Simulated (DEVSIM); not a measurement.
Device: abrupt Ge p-n junction, at 300 K.

Layer 1 from the left is Ge, thickness (μm) 1.60, Na (cm⁻³) 6.3e17, τn (s) 0.00047, τp (s) 0.00047. Layer 2 from the left is Ge, thickness (μm) 63.0, Nd (cm⁻³) 1.2e16, τn (s) 0.00047, τp (s) 0.00047.

Left contact: ohmic. Right contact: ohmic. Voltage is applied to the left contact. Recombination: SRH at mid-gap, radiative. Mobility is μmin + (μ − μmin)/(1 + (N/Nref)^α).

Constants are typed, rounded textbook-type inputs, not results; the design itself was drawn at random and stands for no fabricated device. Values at 300 K.

Ge: gap (eV) 0.664, affinity (eV) 4, permittivity 16, Nc (cm⁻³) 1.04e19, Nv (cm⁻³) 6e18, μn (cm²/Vs) 3900, μp (cm²/Vs) 1900, μn,min 150, μp,min 100, Nref,n 2.6e17, Nref,p 4e17, αn 0.56, αp 0.6, B (cm³/s) 6.4e-14.

Model (solved in DEVSIM): 1D drift-diffusion, Boltzmann statistics, complete ionisation; no tunnelling, impact ionisation, image-force lowering or self-heating.

Dark forward current:

```
|V| (V)  |J| (A/cm²)
-------  -----------
0.05       0.0004099
0.10        0.003244
0.15         0.02284
0.20          0.1578
0.25           1.069
0.30           6.590
0.35           31.20
0.40           102.8
0.45           249.0
0.50           486.7
0.55           825.0
0.60            1269
0.65            1822
0.70            2485
```

Task: Work out the local ideality factor n = ΔV / (kT/q · ln(J2/J1)) between the rows 0.15 and 0.20 V, 0.65 and 0.70 V.

Result: kT/q = 25.85 mV. From 0.15 to 0.20 V: ln(0.1578/0.02284) = 1.933, n = 1.00, near the 1 of diffusion or emission over a barrier. From 0.65 to 0.70 V: ln(2485/1822) = 0.310, n = 6.23.

Task: Estimate the current at 0.20 V from the Shockley equation with J0 = Σ q ni² D/(N L) coth(W/L), τ joining the SRH, radiative and Auger lifetimes that are on, and W taken as the whole layer.

Result: ni² = 4.36e26 cm⁻⁶; electrons in the p layer: μ = 1570 cm²/Vs, D = 40.6 cm²/s, τ = 2.36e-5 s, L = 309 μm, W/L = 0.0052, term 2.81e-5 A/cm²; holes in the n layer: μ = 1700 cm²/Vs, D = 44.1 cm²/s, τ = 0.000345 s, L = 1230 μm, W/L = 0.051, term 4.08e-5 A/cm². J0 = 6.89e-5 A/cm², and J = J0 exp(qV/kT) = 0.158 A/cm². The simulation gives 0.158 A/cm², the same within the digits that matter. The estimate leaves out recombination in the depletion region and that region's share of W.
